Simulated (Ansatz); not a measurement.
On Si (001, Si face) the hole barrier is 0.24 eV under Ta (110) and 0.57 eV under Y (100).

Plane-wave PAW runs of Ansatz (a program for electronic structure) at PBE, 420 eV, without spin–orbit coupling and spin-polarised for magnetic metals alone: periodic stacks cut from bulk faces, the metal strained to the host, one local minimum each, barriers from the potential line-up.

Q: By thermionic emission alone, how do the saturation currents of the two p-type contacts compare at 300 K (kT = 25.85 meV)?

A: J0 = A* T² exp(−φ/kT) with one A* for the host, so the ratio is exp[(0.57 − 0.24) / 0.02585] = exp(12.8), about 10^5.5 in favour of Ta. An error of 0.1 eV in either barrier moves this by a factor of about 50, and tunnelling and image lowering are left out.
